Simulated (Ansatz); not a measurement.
```yaml
crystal:
  lattice:
    - [3.98414, 0.00000, 0.00000]
    - [-1.99207, 3.45037, 0.00000]
    - [0.00000, 0.00000, 6.34768]
  atoms:
    - { symbol: In, position: [0.00000, 0.00000, 0.90338] }
    - { symbol: Se, position: [0.66667, 0.33333, 0.69798] }
    - { symbol: I, position: [0.33333, 0.66667, 0.21795] }
```

Relaxed-ion tensors in this frame from LDA density-functional theory in Ansatz (plane waves, PAW). Proper piezoelectric stress tensor e (C/m²):

```
 0.00   0.00   0.00   0.00  -0.57   0.80
 0.80  -0.80   0.00  -0.57   0.00   0.00
-0.18  -0.18  -0.05   0.00   0.00   0.00
```

Stiffness C (GPa):

```
72.6  31.0  13.1   2.3   0.0   0.0
31.0  72.6  13.1  -2.3   0.0   0.0
13.1  13.1  28.5   0.0   0.0   0.0
 2.3  -2.3   0.0   5.2   0.0   0.0
 0.0   0.0   0.0   0.0   5.2   2.3
 0.0   0.0   0.0   0.0   2.3  20.8
```

The cell was generated from a structure type, relaxed within its symmetry, and need not be the phase found at ambient conditions. Spin-orbit coupling is not included.

Q: Obtain the piezoelectric strain tensor d.

A: d = e S with S = C⁻¹, in pC/N:

```
  0.0    0.0    0.0    0.0   -133   53.2
 26.6  -26.6    0.0   -133    0.0    0.0
 -1.7   -1.7   -0.2    0.0    0.0    0.0
```
Away from Γ the polar cell without biaxial strain shows no imaginary mode on a 2×2×2 mesh.

The PAW data sets were generated under PBE and serve the other functionals too.

Ansatz is an electronic-structure program.
